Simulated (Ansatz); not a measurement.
The structure below was relaxed with Kohn–Sham DFT with the r2SCAN functional, run in Ansatz (an electronic-structure program) with PAW and 500 eV plane waves, no SOC, earlier PAW set, at pressure 0.9 GPa.

```
AlN
1.0
    3.10246     0.00000     0.00000
   -1.55123     2.68681     0.00000
    0.00000     0.00000     4.97016
Al N
2 2
Direct
  0.33333   0.66667   0.99655
  0.66667   0.33333   0.49655
  0.33333   0.66667   0.37825
  0.66667   0.33333   0.87825
```

Problem. Find the space group and the Wyckoff positions.

Solution. Space group P6₃mc (No. 186); a = 3.1025 Å, b = 3.1025 Å, c = 4.9702 Å, α = 90.00°, β = 90.00°, γ = 120.00°

```
atom  site  symmetry       x       y       z
----  ----  --------  ------  ------  ------
Al      2b       3m.  0.6667  0.3333  0.4965
N       2b       3m.  0.3333  0.6667  0.3783
```

Problem. Describe the coordination.

Solution. The crystal has 4 atoms in its conventional cell. Cell: a = 3.1025 Å, b = 3.1025 Å, c = 4.9702 Å, α = 90.00°, β = 90.00°, γ = 120.00°. Al is surrounded by 4 N at 1.885–1.897 Å (tetrahedral). N is coordinated by 4 Al at 1.885–1.897 Å (tetrahedral). (Neighbours: up to the widest gap in distance over summed covalent radii, below 1.35, at either atom; cation-cation and far metal-metal contacts left out.)

Load acts through the strain it causes; cell and atoms are relaxed under it. No phonon test of stability was made. The cell was made from AlN in the wurtzite structure (space group P6_3mc, No. 186) by this change: pressure 0.9 GPa.
